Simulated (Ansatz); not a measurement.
## Pressure series in MgF2

Consider MgF$_{2}$ in the rutile structure (space group P4_2/mnm, No. 136; a = 4.6389 Å, c = 3.0624 Å).

Cell and atoms are relaxed at each pressure.

Method: plane-wave PAW DFT at the PBEsol level (Ansatz, a quantum-chemistry and plane-wave program, 420 eV), no spin-orbit coupling.

| change | band gap | lattice parameter a |
|---|---|---|
| base | 6.89 eV | 4.639 Å |
| pressure −1 GPa | 6.82 eV | 4.656 Å |
| pressure 0.3 GPa | 6.91 eV | 4.634 Å |
| pressure 0.7 GPa | 6.94 eV | 4.627 Å |
| pressure 1.5 GPa | 6.99 eV | 4.614 Å |
| pressure 3 GPa | 7.08 eV | 4.591 Å |
| pressure 5 GPa | 7.20 eV | 4.562 Å |
| pressure 7.5 GPa | 7.34 eV | 4.529 Å |
| pressure 10 GPa | 7.47 eV | 4.500 Å |

Load acts through the strain it causes; cell and atoms are relaxed under it. Whether these cells are dynamically stable was not tested. Competing high-pressure phases were not computed. The base started in Pnnm and relaxed to P4_2/mnm at this level.
